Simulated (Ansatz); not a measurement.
Results of PBEsol (PAW; Ansatz, a quantum-chemistry and plane-wave program) for L1₀ (CuAu-type) TiAl.

Numerical settings: plane-wave cutoff 500 eV, 20×20×14 k mesh (along the axes of the cell as run), Fermi–Dirac smearing 0.1 eV, no spin polarisation, scalar-relativistic PAW data made under PBE.

Computed at the level's own relaxed cell.

**Question.** Estimate the volume per atom, lattice parameter a and lattice parameter c that the calculation returns.

**Answer.** 
- volume per atom: 15.79 Å³/atom
- lattice parameter a: 2.796 Å
- lattice parameter c: 4.039 Å

Measured, for comparison: lattice constant a 2.826 Å (temperature not stated, not corrected to a static lattice, P4/mmm two-atom cell, a_fct/√2; as tabulated in Zope and Mishin (2003), arXiv:cond-mat/0306298); lattice parameter c 4.077 Å (temperature not stated, not corrected to a static lattice; as tabulated in Zope and Mishin (2003), arXiv:cond-mat/0306298). Computed (rounded) less measured: lattice constant a -1.1 %, lattice parameter c -0.9 %. A static lattice is as a rule a little smaller and stiffer than an uncorrected measurement, which narrows the difference in the lattice constant a, lattice parameter c and would widen misses of the other sign.

Computed values are for the static lattice.

Computing time: about 100 core-seconds (a rough figure).
